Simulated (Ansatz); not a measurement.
Worked example: self-consistent single point of Cs6Si2O7 (P2_1/c, 30 atoms in the cell) in Ansatz (a quantum-chemistry and plane-wave program).

Method of the run: PBEsol, default PAW files made with PBE (plane waves; Ansatz).

```xyz
30
Lattice="7.2797 0.0000 0.0000 0.0000 9.7428 0.0000 -7.2117 0.0000 9.8464" Properties=species:S:1:pos:R:3 pbc="T T T"
O      0.0000     0.0000     0.0000
O     -3.6059     4.8714     4.9232
Cs     1.8170     4.6301     0.4393
Cs     1.8568     9.5015     4.4838
Cs    -1.7490     5.1127     9.4070
Cs    -1.7889     0.2413     5.3625
Si     0.2869     1.2403     1.1697
Si     3.3869     6.1117     3.7534
Si    -0.2189     8.5026     8.6766
Si    -3.3190     3.6312     6.0929
O     -0.2929     0.7161     2.6063
O      3.9667     5.5875     2.3168
O      0.3608     9.0267     7.2400
O     -3.8987     4.1553     7.5295
Cs    -0.7749     7.5168     2.2487
Cs     4.4487     2.6454     2.6745
Cs     0.8428     2.2260     7.5976
Cs    -4.3808     7.0975     7.1719
Cs     0.8015     3.4546     3.9439
Cs     2.8723     8.3260     0.9793
Cs    -0.7335     6.2882     5.9025
Cs    -2.8044     1.4168     8.8670
O      1.9434     1.4809     1.2328
O      1.7304     6.3523     3.6904
O     -1.8755     8.2619     8.6136
O     -1.6624     3.3905     6.1559
O     -3.1158     7.4776     4.3038
O      6.7896     2.6062     0.6193
O      3.1838     2.2652     5.5425
O     -6.7217     7.1366     9.2270
```

Reference input (self-consistent single point, DFT, PBEsol, plane waves, default PAW files made with PBE): basis.ecutwfc = 420 eV; kpoints.mp_grid.grid = 3 2 2; kpoints.mp_grid.shift = 0.5 0.5 0.5; hamiltonian.xc = pbesol; hamiltonian.pseudopotentials = {kind: paw} (the program's default PAW files); scf.occupations.method = cold; scf.occupations.width = 0.272 eV. This run's input differs from it in these lines:

Ansatz 0.2 input:
```diff
@@ -40,3 +40,3 @@
 kpoints:
-  mp_grid: { grid: [3, 2, 2], shift: [0.5, 0.5, 0.5] }
+  mp_grid: { grid: [8, 5, 5], shift: [0.5, 0.5, 0.5] }
 hamiltonian:
```

Output, abridged:

```
SCF iter   1: F=—  HF=-77396.142303 eV  |F-HF|=—  |Δ(HF+E_count)|=         —  Δρ=9.86e-3  dr2=6.20e-1  ethr=1.77e-3  ⟨swp⟩=17.9  Hψ=52146  notcnv=0
all-band conjugate gradients don't solve this SCF's bands from here on, since memory is short
preconditioner: auto → Resta (q_TF=auto, 2.230 Å⁻¹)
iter 2 solved again at ethr=1.72e-5 eV; its pass at ethr=2.98e-4 eV (dr2=3.58e-2 eV) is discarded
   [... lines left out ...]
SCF iter   7: F=—  HF=-77396.009325 eV  |F-HF|=—  |Δ(HF+E_count)|=   1.79e-7  S|Δr|=    0.00e0  Δρ=2.21e-5  dr2=3.24e-6  ethr=6.87e-9  ⟨swp⟩=3.2  Hψ=15957  notcnv=0
SCF iter   8: F=—  HF=-77396.009325 eV  |F-HF|=—  |Δ(HF+E_count)|=   3.56e-7  S|Δr|=    0.00e0  Δρ=8.26e-6  dr2=4.24e-7  ethr=1.56e-9  ⟨swp⟩=4.0  Hψ=17369  notcnv=0
SCF iter   9: F=-77396.009325 eV  HF=-77396.009325 eV  |F-HF|=5.91e-9  |Δ(HF+E_count)|=   3.46e-8  S|Δr|=    0.00e0  Δρ=1.54e-6  dr2=1.73e-8  ethr=2.04e-10  ⟨swp⟩=4.0  Hψ=17937  notcnv=0
SCF 1 converged in 9 iterations: F = -77396.009325 eV  dr2 = 1.73e-8
Stability not checked (fill_not_monotonic)
Free energy (F): -77396.009325 eV
Internal energy: -77396.009325 eV  (E = F + TS)
E sigma→0 (E₀):  -77396.009325 eV
Fermi energy:    7.315676 eV
--- Forces (eV/Å), atoms counted from 1 ---
  atom   1  O      0.00000000     0.00000000     0.00000000
  atom   2  O      0.00000000     0.00000000     0.00000000
  atom   3  Cs    -0.01811231    -0.04623844     0.01975712
  atom   4  Cs     0.01811231    -0.04623844    -0.01975712
  atom   5  Cs     0.01811231     0.04623844    -0.01975712
   [... 21 lines left out ...]
   [... lines left out ...]
  atom  30  O     -0.13810893     0.29908417    -0.14178011
--- Stress (GPa, compression-positive) ---
       -3.360349       0.000000      -0.377681
        0.000000      -3.576098      -0.000000
       -0.377680      -0.000000      -2.489062
  P = ⅓ Tr σ = -3.1418 GPa (-31.418 kbar)
  The stress holds the Pulay correction. Without it, at fixed plane waves, as pw.x and ABINIT print it: P = -3.3964 GPa
```

The run converged in 9 iterations. Against the reference run the free energy stays essentially unchanged (within 1 meV/atom), the pressure stays at -3.14 GPa, the largest force stays at 0.842 eV/Å and the gap on the mesh goes from 3.490 to 3.091 eV.

The starting cell comes from a database of published, mostly measured structures (it also holds non-ambient and calculated ones), without a prior relaxation at this level. Its lattice was rescaled by a random factor within 2.5 % of one. With a pressure of about -3 GPa the cell is away from its equilibrium volume at this level. Ansatz's pressure includes its estimate of the finite-basis (Pulay) stress. The shifted mesh does not hold Γ, so a gap read on it misses any band edge there.

Cost on one core of a shared machine: roughly 9 min.
